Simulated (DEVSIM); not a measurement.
System: Al/SiO2/p-GaAs capacitor, at 300 K.

| layer (left to right) | material | thickness (nm) | Na (cm⁻³) |
|---|---|---|---|
| 1 | SiO2 | 36.0 | - |
| 2 | GaAs | 8100 | 6.4e15 |

Metal gate on the left, work function 4.1 eV. Fixed charge at the semiconductor interface 0 cm⁻² (in units of +e); no interface traps.

This is a model device: material constants are rounded textbook-type values typed into the input, and sizes, dopings and lifetimes were drawn at random. Values at 300 K.

```tsv
parameter	SiO2	GaAs
gap (eV)	9	1.424
affinity (eV)	0.9	4.07
permittivity	3.9	12.9
Nc (cm⁻³)	-	4.7e17
Nv (cm⁻³)	-	9e18
```

Simulated with DEVSIM: 1D Poisson equation in equilibrium, Boltzmann statistics, complete ionisation; no quantum confinement or tunnelling. Metal contacts follow the ideal Schottky-Mott rule: no Fermi-level pinning, no interface dipoles.

The SiO2 thickness was swept, all else fixed.

```
SiO2 thickness (μm)  minimum of the low-frequency capacitance (μF/cm²)  capacitance of the dielectric stack (μF/cm²)
-------------------  -------------------------------------------------  --------------------------------------------
0.014                                                           0.0224                                         0.247
0.02                                                            0.0221                                         0.173
0.025                                                           0.0214                                         0.138
0.031                                                           0.0203                                         0.111
0.036                                                           0.0201                                        0.0959
0.043                                                           0.0189                                        0.0803
```

From the first row to the last the minimum of the low-frequency capacitance goes from 0.0224 to 0.0189. From the first row to the last the capacitance of the dielectric stack goes from 0.247 to 0.0803.
